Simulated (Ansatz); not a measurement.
ZnS under load (space group F-43m), r2SCAN with spin-orbit coupling, rigid bands (Ansatz, a program for electronic structure). Condition of this run: hydrostatic pressure of 4 GPa (compression positive) (the target of the relaxation). Band gap 2.99 eV, N_c = 2.46e18 cm⁻³ and N_v = 4.80e19 cm⁻³ at 300 K, conductivity masses of 0.215 mₑ (electrons) and 0.802 mₑ (holes). Take k_BT = 0.02585 eV.

Question: A film of it is 3 nm thick. Estimate the confinement energies in an infinite well.

Answer: ħ²π²/(2m t²) = 0.376 eV·nm²/(m/mₑ × t²) gives 194 meV for electrons and 52.1 meV for holes, so the gap would widen to about 3.24 eV. Finite barriers and nonparabolic bands lower this, and with several valleys or bands the heaviest mass along the normal sets the lowest level, not this average.

Question: Find the intrinsic carrier density and the intrinsic Fermi level.

Answer: n_i = √(N_c N_v) exp(−E_g/2k_BT) = 1.09e19 × exp(−57.83) = 8.3e-7 cm⁻³. The level lies (k_BT/2) ln(N_v/N_c) = 38 meV from mid-gap (positive towards the conduction band). Each 0.1 eV added to the gap lowers n_i by a factor of 6.9.

Question: What thermal injection velocity √(2k_BT/πm) limits a ballistic channel?

Answer: 1.16e7 cm/s for electrons and 6.01e6 cm/s for holes, a ratio of √(m_h/m_e) = 1.93, for dilute carriers.

Rigid bands with the computed gap; masses take one relaxation time for all states. Geometry: cell and atoms relaxed with PBEsol.
